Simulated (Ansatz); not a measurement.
Consider BN in the zinc blende structure (space group F-43m, No. 216; a = 3.624 Å).

Structures relaxed with PBE (Ansatz, a first-principles code), no SOC, earlier PAW set.

Base:

Simulated powder pattern, Co Kα, λ = 1.79026 Å (kinematic, ideal powder, no thermal factors, no anomalous dispersion; the 8 strongest lines at most, above 2 %, up to 2θ = 90°):

```csv
2θ (°),I/Imax (%),hkl
50.66,100,(111)
59.21,4.8,(200)
88.63,41,(220)
```

Now apply this change: cell and atoms relaxed at a pressure of 10 GPa.

Where do the lines fall after the change?


Simulated powder pattern, Co Kα, λ = 1.79026 Å (kinematic, ideal powder, no thermal factors, no anomalous dispersion; the 8 strongest lines at most, above 2 %, up to 2θ = 90°):

| 2θ (°) | I/Imax (%) | hkl |
|---|---|---|
| 51.12 | 100 | (111) |
| 59.77 | 4.7 | (200) |
| 89.60 | 42 | (220) |

The indices refer to the base's conventional cell; one index is shown for lines that coincide.

Load acts through the strain it causes; cell and atoms are relaxed under it. Whether these cells are dynamically stable was not tested. Competing high-pressure phases were not computed.
